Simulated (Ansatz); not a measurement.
How the volume per atom of TaGe (model structure, started from the TiAs type, P6₃/mmc, No. 194, 8 atoms in the cell) moves with the method

No measured value is used here.

```csv
level (code),value (Å³/atom)
PBE (Ansatz),(withheld)
PBEsol (Ansatz),17.62
PBE-D3(BJ) (Ansatz),17.71
```

Q: Some entries are withheld; supply them.

A: 
- PBE (Ansatz, a first-principles code), value (Å³/atom): 18.24

Density-functional levels without +SOC have no spin–orbit coupling. Ansatz's density-functional and Hartree–Fock values are scalar-relativistic unless marked +SOC, with PAW data made under PBE.

A model structure was made by putting elements into a prototype or built by hand; it is no filed structure, need not be a known phase, and can be a saddle point held by its symmetry.
